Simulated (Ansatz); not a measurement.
**SiSn (model structure, started from the WC type, P-6m2, No. 187, 2 atoms in the cell): properties by level of theory**

| level (code) | lattice constant a (Å) | c axis length (Å) |
|---|---|---|
| PBE (Ansatz) | 3.849 | 3.593 |
| PBEsol (Ansatz) | 3.770 | 3.572 |
| PBE-D3(BJ) (Ansatz) | 3.769 | 3.576 |

Ansatz's density-functional and Hartree–Fock values are scalar-relativistic unless marked +SOC, with PAW data made under PBE.

The computed numbers hold no vibrational or temperature effects.

A model structure was made by putting elements into a prototype or built by hand; it is no filed structure, need not be a known phase, and can be a saddle point held by its symmetry.

Ansatz is a program for electronic structure.
